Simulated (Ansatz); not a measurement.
For SnO (model structure, started from the PtS type, P4₂/mmc, No. 131, 4 atoms in the cell), PBE in Ansatz (plane waves, PAW) gives:

lattice parameter a: 3.264 Å
lattice parameter c: 6.342 Å
formation enthalpy: -0.966 eV/atom

**Question.** What does PBE-D3(BJ) (plane waves, PAW; Ansatz, a quantum-chemistry and plane-wave program) give for the same quantities?

**Answer.** 
- lattice constant a: 3.216 Å (drops by 1.5 %)
- lattice parameter c: 6.338 Å (falls by 0.1 %)
- formation enthalpy: -1.023 eV/atom (moves by -0.057 eV/atom)

Changes are worked out from the printed values.

Unless a cell is named, each level is at its own relaxed cell (PBE 16.89, PBE-D3(BJ) 16.38 Å³/atom).

Levels without +SOC leave out spin–orbit coupling, which shifts energies and cells of such heavy elements.

Ansatz's density-functional and Hartree–Fock values are scalar-relativistic unless marked +SOC, with PAW data made under PBE.

A model structure was made by putting elements into a prototype or built by hand; it is no filed structure, need not be a known phase, and can be a saddle point held by its symmetry.
